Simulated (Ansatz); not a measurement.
## Pressure series in Be

The parent structure is Be in the hcp (Mg type) structure (space group P6_3/mmc, No. 194).

```yaml
crystal:
  lattice:
    - [2.26371, 0.00000, 0.00000]
    - [-1.13186, 1.96043, 0.00000]
    - [0.00000, 0.00000, 3.56389]
  atoms:
    - { symbol: Be, position: [0.33333, 0.66667, 0.75000] }
    - { symbol: Be, position: [0.66667, 0.33333, 0.25000] }
```

Cell and atoms are relaxed at each pressure.

All numbers come from DFT with r2SCAN, PAW potentials and a 500 eV plane-wave cutoff in Ansatz (a quantum-chemistry and plane-wave program), scalar-relativistic without spin-orbit coupling.

Two rows of this table had their results exchanged by mistake.

```json
[
 {"pressure": "pressure −2 GPa", "volume per atom (Å³)": "7.14", "shortest distance (Å)": "2.139", "band gap": "zero"},
 {"pressure": "pressure −1 GPa", "volume per atom (Å³)": "7.97", "shortest distance (Å)": "2.216", "band gap": "zero"},
 {"pressure": "pressure 0.9 GPa", "volume per atom (Å³)": "7.85", "shortest distance (Å)": "2.205", "band gap": "zero"},
 {"pressure": "pressure 2.1 GPa", "volume per atom (Å³)": "7.78", "shortest distance (Å)": "2.198", "band gap": "zero"},
 {"pressure": "pressure 4.5 GPa", "volume per atom (Å³)": "7.64", "shortest distance (Å)": "2.186", "band gap": "zero"},
 {"pressure": "pressure 9 GPa", "volume per atom (Å³)": "7.41", "shortest distance (Å)": "2.164", "band gap": "zero"},
 {"pressure": "pressure 15 GPa", "volume per atom (Å³)": "8.04", "shortest distance (Å)": "2.222", "band gap": "zero"},
 {"pressure": "pressure 22.5 GPa", "volume per atom (Å³)": "6.85", "shortest distance (Å)": "2.111", "band gap": "zero"},
 {"pressure": "pressure 30 GPa", "volume per atom (Å³)": "6.61", "shortest distance (Å)": "2.086", "band gap": "zero"}
]
```

Question: Which two?

Answer: The rows for pressure −2 GPa and pressure 15 GPa: the volume has to fall steadily with pressure, so 8.04 Å³ belongs to pressure −2 GPa and 7.14 Å³ to pressure 15 GPa.

Load acts through the strain it causes; cell and atoms are relaxed under it. Whether these cells are dynamically stable was not tested. No other phases were tried under pressure.
